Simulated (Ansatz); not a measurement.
# Habitual settings against a tight run: SiNi₂ (Pnma, 12 atoms in the cell)

Self-consistent single point.

```
CELL_PARAMETERS angstrom
      4.87305     0.00000     0.00000
      0.00000     3.65555     0.00000
      0.00000     0.00000     6.92295
ATOMIC_POSITIONS crystal
  Si 0.29080 0.25000 0.61334
  Si 0.70920 0.75000 0.38666
  Si 0.20920 0.75000 0.11334
  Si 0.79080 0.25000 0.88666
  Ni 0.45788 0.25000 0.29275
  Ni 0.54212 0.75000 0.70725
  Ni 0.04212 0.75000 0.79275
  Ni 0.95788 0.25000 0.20725
  Ni 0.32885 0.25000 0.93955
  Ni 0.67115 0.75000 0.06045
  Ni 0.17115 0.75000 0.43955
  Ni 0.82885 0.25000 0.56045
```

Method of the run: PBE, PAW files (plane waves; Ansatz, a quantum-chemistry and plane-wave program).

Base settings: basis.ecutwfc = 420 eV; kpoints.mp_grid.grid = 6 7 4; hamiltonian.xc = pbe; hamiltonian.pseudopotentials = {kind: paw} (the program's default PAW files); scf.occupations.method = methfessel_paxton; scf.occupations.width = 0.05 eV.

Tight run (finer mesh or higher cutoff; not a proven limit): basis.ecutwfc: 420 eV → 590 eV; kpoints.mp_grid.grid: 6 7 4 → 9 10 6; scf.convergence.dr2_threshold: default (1e-07 eV) → 1e-09 eV. It gave Fermi level (on the code's own zero) 18.40 eV; pressure 16.75 GPa; largest force (vector length) 0.081 eV/Å.

Quick runs, as changes from the base:
- A: the base itself
- B: basis.ecutwfc: 420 eV → 210 eV; kpoints.mp_grid.grid: 6 7 4 → 2 2 2; hamiltonian.xc: pbe → lda; kpoints.mp_grid.shift: default → 0.5 0.5 0.5 [LDA (PW92)]
- C: basis.ecutwfc: 420 eV → 250 eV; kpoints.mp_grid.grid: 6 7 4 → 3 3 3
- D: basis.ecutwfc: 420 eV → 335 eV; kpoints.mp_grid.grid: 6 7 4 → 2 2 2; scf.occupations.method: methfessel_paxton → fermi_dirac; scf.occupations.width: 0.05 eV → 0.136 eV
- E: basis.ecutwfc: 420 eV → 210 eV; kpoints.mp_grid.grid: 6 7 4 → 4 4 4
- F: basis.ecutwfc: 420 eV → 250 eV; kpoints.mp_grid.grid: 6 7 4 → 6 6 6; scf.occupations.method: methfessel_paxton → cold; scf.occupations.width: 0.05 eV → 0.272 eV

Energies are extrapolated to zero smearing width, which holds to low order in the width alone.

Dashes: energy of B, another energy zero.

† marks runs with another functional, U, potentials or spin treatment: their distance from the tight run is not a convergence error alone.

The count of work is k-points × plane waves × bands × iterations; it is no time. 

Pressures in the table are Ansatz's without its Pulay estimate, at a fixed set of plane waves; the tight run's value above holds the estimate.

The starting cell comes from a database of computed structures (which also holds hypothetical and non-ambient phases and stackings), without a prior relaxation at this level. Its lattice was rescaled by a random factor within 2.5 % of one. Spin polarisation is off. In the base run, with a pressure of about 17 GPa the cell is away from its equilibrium volume at this level.

```
run  energy less tight (meV/atom)  pressure less tight (GPa)  largest miss in a force vector (eV/Å)  count of work / tight
---  ----------------------------  -------------------------  -------------------------------------  ---------------------
A                             2.9                      -0.02                                  0.024                   0.20
B†                              –                    -609.05                                  0.956                 0.0015
C                          1896.5                    -179.77                                  0.207                  0.015
D                           -29.3                      -7.70                                  0.176                  0.024
E                          7975.5                    -600.22                                  1.038                  0.039
F                          1899.3                    -179.64                                  0.172                   0.12
```

Among the runs at the tight run's level, the energy misses run from 2.9 to 7975.5 meV/atom.

Keys are those of Ansatz 0.2.
